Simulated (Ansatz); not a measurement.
Defect: O-vacancy pair (O on one host N site, one N site vacant) in zinc-blende BN, neutral cell. Level of theory: PBE, PAW (plane waves to 420 eV; Ansatz, a program for electronic structure).

Settings: 64 host sites, the relaxed PBE lattice, a 2×2×2 k-point mesh shifted by half a step, smearing 0.01 eV, spin-restricted, no image-charge correction. Static, classical nuclei. The charge state is imposed; whether it is stable for some Fermi level was not computed. Forms of the defect that were not tried may lie lower.

Barriers: single points on a 3×3×3 k-point mesh shifted by half a step at the bands' geometries.

Relaxed starting cell (atoms counted from 1):

```yaml
crystal:
  lattice:
    - [7.24967, 0.00000, 0.00000]
    - [0.00000, 7.24967, 0.00000]
    - [0.00000, 0.00000, 7.24967]
  atoms:
    - { symbol: B, position: [0.99986, 0.00314, 0.00173] }
    - { symbol: B, position: [0.00178, 0.99489, 0.50668] }
    - { symbol: B, position: [0.97326, 0.48951, 0.01206] }
    - { symbol: B, position: [0.99986, 0.49988, 0.49843] }
    - { symbol: B, position: [0.49943, 0.99801, 0.00280] }
    - { symbol: B, position: [0.50282, 0.99933, 0.50226] }
    - { symbol: B, position: [0.49869, 0.49898, 0.00260] }
    - { symbol: B, position: [0.49944, 0.49877, 0.50357] }
    - { symbol: O, position: [0.13939, 0.10871, 0.39288] }
    - { symbol: N, position: [0.12492, 0.12771, 0.88012] }
    - { symbol: N, position: [0.12492, 0.62148, 0.37388] }
    - { symbol: N, position: [0.11995, 0.61742, 0.88417] }
    - { symbol: N, position: [0.62867, 0.12587, 0.37571] }
    - { symbol: N, position: [0.62246, 0.12340, 0.87589] }
    - { symbol: N, position: [0.62244, 0.62570, 0.37818] }
    - { symbol: N, position: [0.62192, 0.62556, 0.87602] }
    - { symbol: B, position: [0.00451, 0.32305, 0.17859] }
    - { symbol: B, position: [0.99785, 0.25172, 0.75162] }
    - { symbol: B, position: [0.99784, 0.74995, 0.24985] }
    - { symbol: B, position: [0.99847, 0.74517, 0.75641] }
    - { symbol: B, position: [0.50231, 0.24906, 0.25252] }
    - { symbol: B, position: [0.50029, 0.24822, 0.75221] }
    - { symbol: B, position: [0.50028, 0.74937, 0.25336] }
    - { symbol: B, position: [0.49794, 0.74867, 0.75292] }
    - { symbol: N, position: [0.12410, 0.37230, 0.62572] }
    - { symbol: N, position: [0.12409, 0.87585, 0.12929] }
    - { symbol: N, position: [0.12501, 0.87062, 0.63096] }
    - { symbol: N, position: [0.62346, 0.37511, 0.12648] }
    - { symbol: N, position: [0.62467, 0.37447, 0.62322] }
    - { symbol: N, position: [0.62466, 0.87836, 0.12710] }
    - { symbol: N, position: [0.62500, 0.87459, 0.62699] }
    - { symbol: B, position: [0.25264, 0.99472, 0.25473] }
    - { symbol: B, position: [0.25052, 0.99819, 0.75483] }
    - { symbol: B, position: [0.25451, 0.49245, 0.25797] }
    - { symbol: B, position: [0.24566, 0.49711, 0.75684] }
    - { symbol: B, position: [0.75684, 0.00726, 0.25041] }
    - { symbol: B, position: [0.75014, 0.99970, 0.75104] }
    - { symbol: B, position: [0.74764, 0.50464, 0.25130] }
    - { symbol: B, position: [0.74641, 0.50045, 0.74727] }
    - { symbol: N, position: [0.37493, 0.12248, 0.13135] }
    - { symbol: N, position: [0.37662, 0.12330, 0.62928] }
    - { symbol: N, position: [0.37193, 0.61968, 0.12869] }
    - { symbol: N, position: [0.37274, 0.62219, 0.62910] }
    - { symbol: N, position: [0.88162, 0.13497, 0.11867] }
    - { symbol: N, position: [0.87798, 0.12489, 0.62406] }
    - { symbol: N, position: [0.86402, 0.63430, 0.12605] }
    - { symbol: N, position: [0.87455, 0.62515, 0.62548] }
    - { symbol: B, position: [0.25452, 0.24362, 0.00912] }
    - { symbol: B, position: [0.25264, 0.24684, 0.50686] }
    - { symbol: B, position: [0.24566, 0.74473, 0.00447] }
    - { symbol: B, position: [0.25054, 0.74676, 0.50341] }
    - { symbol: B, position: [0.74765, 0.25027, 0.99696] }
    - { symbol: B, position: [0.75686, 0.25119, 0.49430] }
    - { symbol: B, position: [0.74641, 0.75431, 0.00112] }
    - { symbol: B, position: [0.75013, 0.75055, 0.50189] }
    - { symbol: N, position: [0.37493, 0.37023, 0.37910] }
    - { symbol: N, position: [0.37194, 0.37289, 0.88190] }
    - { symbol: N, position: [0.37662, 0.87231, 0.37829] }
    - { symbol: N, position: [0.37274, 0.87249, 0.87939] }
    - { symbol: N, position: [0.88161, 0.38293, 0.36661] }
    - { symbol: N, position: [0.86403, 0.37553, 0.86728] }
    - { symbol: N, position: [0.87796, 0.87751, 0.37669] }
    - { symbol: N, position: [0.87455, 0.87610, 0.87643] }
```

End state 1 differs by these moves (Å; atoms that move under 0.08 Å are left out):

| atom | element | Δx | Δy | Δz |
|---|---|---|---|---|
| 3 | B | 0.18 | 0.07 | -0.07 |
| 5 | B | -0.07 | -0.18 | 0.07 |
| 9 | O | -0.22 | 0.22 | 0.00 |
| 17 | B | -0.07 | -0.51 | 0.55 |
| 19 | B | 0.07 | 0.05 | 0.00 |
| 21 | B | -0.07 | 0.04 | 0.04 |
| 26 | N | 0.08 | 0.04 | -0.08 |
| 30 | N | 0.07 | -0.10 | -0.01 |
| 32 | B | 0.51 | 0.07 | -0.55 |
| 34 | B | -0.04 | 0.07 | -0.04 |
| 36 | B | -0.05 | -0.07 | 0.00 |
| 40 | N | -1.83 | 1.83 | 0.00 |
| 44 | N | -0.04 | -0.08 | 0.08 |
| 46 | N | 0.10 | -0.07 | 0.01 |
| 48 | B | -0.08 | 0.08 | 0.00 |
| 51 | B | 0.00 | 0.08 | -0.07 |
| 53 | B | -0.08 | 0.00 | 0.07 |
| 58 | N | 0.04 | 0.07 | -0.08 |
| 59 | N | 0.02 | -0.06 | -0.09 |
| 60 | N | -0.07 | -0.04 | 0.08 |
| 61 | N | 0.06 | -0.02 | 0.09 |

Question: Estimate the forward and backward barriers to end state 1 that PBE, PAW returns for this input.

Answer: forward 5.83 eV, backward 5.83 eV; at the saddle point atom 40 has neighbours B at 1.43, 2 B at 1.71, 2 B at 2.04; N at 2.09 Å. The saddle point's order was not checked, and it lies on a symmetry element of the cell, where a band can be held.

End state 2 differs by these moves (Å; atoms that move under 0.08 Å are left out):

```tsv
atom	element	Δx	Δy	Δz
3	B	0.00	-0.12	0.07
17	B	-0.34	-0.23	0.15
36	B	-0.05	-0.07	0.02
44	N	-0.05	-0.14	0.07
52	B	0.21	0.19	0.18
60	N	-0.08	-0.03	0.05
61	N	1.95	-0.01	1.89
```

Question: What is the computed forward and backward barriers to end state 2 (PBE, PAW)?

Answer: forward 6.45 eV, backward 4.91 eV; at the saddle point atom 61 has neighbours B at 1.46, B at 1.60, B at 1.67, B at 1.71; N at 2.10 Å. The saddle point's order was not checked.
